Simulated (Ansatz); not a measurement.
An Ansatz (a first-principles code) input (PBE in Ansatz (plane waves to 420 eV, PAW, spin-orbit coupling left out), earlier PAW set):

Ansatz 0.2 input:
```yaml
crystal:
  lattice:
    - [3.6116418167, 0, 0]
    - [0, 3.6116418167, 0]
    - [0, 0, 3.6116418167]
  atoms:
    - { symbol: Y, position: [0, 0, 0] }
    - { symbol: Nb, position: [0.5, 0.5, 0.5] }
basis: { ecutwfc: 420, ecutrho_ratio: 4, xc_grid: 2, fft_grid_basis: typed }
kpoints: { mp_grid: { grid: [13, 13, 13] } }
hamiltonian:
  xc: pbe
  dispersion: none
  pseudopotentials: { azcp: { folder: ./paw }, kind: paw }
scf: { occupations: { method: fermi_dirac, width: 0.05 }, convergence: { dr2_threshold: 0.0000000002 } }
output: { forces: true, stress: true }
checkpoint: { write: state.ck, write_every: 1000 }
```

Task: Which symmetry and how many k-points will the program report, and about how many plane waves at Γ?

Result: Space group Pm-3m (ITA 221) with 48 operations, k-points 84 of 2197, and 925 plane waves at Γ.

These are small ordered cells, not random alloys; other orderings at the same x differ. Stability against distortions was not tested. All final runs are without spin polarisation. The cell was made from Nb by this change: x(Y) = 0.5, 2 atoms, Pm-3m. YNb has a high density of states at the Fermi level and may be magnetic at this level.
